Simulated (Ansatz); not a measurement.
**Hf: response to strain**

Consider Hf in the hcp (Mg type) structure (space group P6_3/mmc, No. 194; a = 3.198 Å, c = 5.049 Å; relaxed with 0.1 eV smearing). Axes: x lies along a and z along c of the hexagonal cell.

Strains are applied to the cell and any free atomic positions relax; under biaxial strain the out-of-plane vector relaxes too; under stress the whole cell relaxes.

Calculations: r2SCAN in Ansatz (plane waves to 500 eV, PAW, spin-orbit coupling left out).

Notes on the quantities. pressure: mean of the normal stresses, compression positive.

```csv
case,pressure,shortest interatomic distance,space group
base,0.0 GPa,3.128 Å,P6_3/mmc (No. 194)
"biaxial strain −2.42 %, plane normal [001], relaxed out of plane",3.8 GPa,3.121 Å,P6_3/mmc (No. 194)
"biaxial strain −0.85 %, plane normal [001], relaxed out of plane",1.3 GPa,3.130 Å,P6_3/mmc (No. 194)
"biaxial strain −0.68 %, plane normal [001], relaxed out of plane",1.0 GPa,3.129 Å,P6_3/mmc (No. 194)
"biaxial strain +0.51 %, plane normal [001], relaxed out of plane",-0.7 GPa,3.127 Å,P6_3/mmc (No. 194)
"biaxial strain +3.35 %, plane normal [001], relaxed out of plane",-4.4 GPa,3.123 Å,P6_3/mmc (No. 194)
uniaxial strain ε_yy = −2.44 %,2.8 GPa,3.111 Å,Cmcm (No. 63)
uniaxial strain ε_zz = +0.72 %,-0.8 GPa,3.142 Å,P6_3/mmc (No. 194)
tensor shear ε_xz = −3.81 %,0.1 GPa,3.034 Å,C2/c (No. 15)
"uniaxial stress, 5 GPa compression along x",–,3.102 Å,Cmcm (No. 63)
```

Stability under load was not tested beyond the relaxation. The final runs are not spin-polarised.

Ansatz is a first-principles code.
